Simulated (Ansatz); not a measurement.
## Ag: biaxial strain −2.50 %, plane normal [111], relaxed out of plane

Consider Ag in the fcc (Cu type) structure (space group Fm-3m, No. 225; a = 4.1043 Å; relaxed with 0.1 eV smearing). Axes: x, y, z lie along the cube axes.

One thing is altered: compressive biaxial strain of 2.50 % in the plane normal to [111], as in epitaxy on a mismatched substrate; the out-of-plane cell vector and the atoms relax.

All numbers come from Ansatz (a first-principles code) r2SCAN, no spin-orbit coupling. Settings: 28×28×28 k-points, 0.1 eV Fermi–Dirac smearing.

```csv
quantity,base,changed,shift
volume per atom,17.28 Å³,16.80 Å³,-0.487 Å³
space group,Fm-3m (No. 225),R-3m (No. 166),–
energy relative to the base (free energy F),0 meV/atom,+13 meV/atom,+13 meV/atom
"pressure (mean of the normal stresses, compression positive)",0.0 GPa,3.6 GPa,+3.6 GPa
band gap,zero,zero,–
out-of-plane strain,–,+2.23 %,–
ratio −ε⊥/ε∥,–,0.89,–
mean in-plane stress (compression positive),–,+5.3 GPa,–
```

Final structure (turned so that z lies along the plane normal):

```
CELL_PARAMETERS angstrom
      2.82961     0.00000     0.00000
      1.41481     2.45052     0.00000
      1.41481    -0.81684     2.42243
ATOMIC_POSITIONS crystal
  Ag 0.00000 0.00000 0.00000
```

Cost of the whole job for the changed cell (relaxation, final SCF and bands): about 7 core-minutes (a rough figure).

Whether these cells are dynamically stable was not tested.
